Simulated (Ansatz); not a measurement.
Base system: BAs in the zinc blende structure (space group F-43m, No. 216; a = 4.732 Å). Axes: x, y, z lie along the cube axes.

Computed with LDA (Ansatz, a program for electronic structure), without spin-orbit coupling.

Base values:

Shortest interatomic distance: 3.872 bohr
Smallest direct gap: 3.29 eV

One thing is altered: biaxial strain −2.50 %, plane normal [001], relaxed out of plane (Cartesian); in-plane vectors clamped, the third vector and the atoms free.

Question: How does this affect the shortest interatomic distance and smallest direct gap?

Answer: The shortest interatomic distance decreases by 0.047 bohr to 3.825 bohr; the smallest direct gap falls by 0.16 eV, from 3.29 eV to 3.13 eV.

Stability against distortions was not tested.
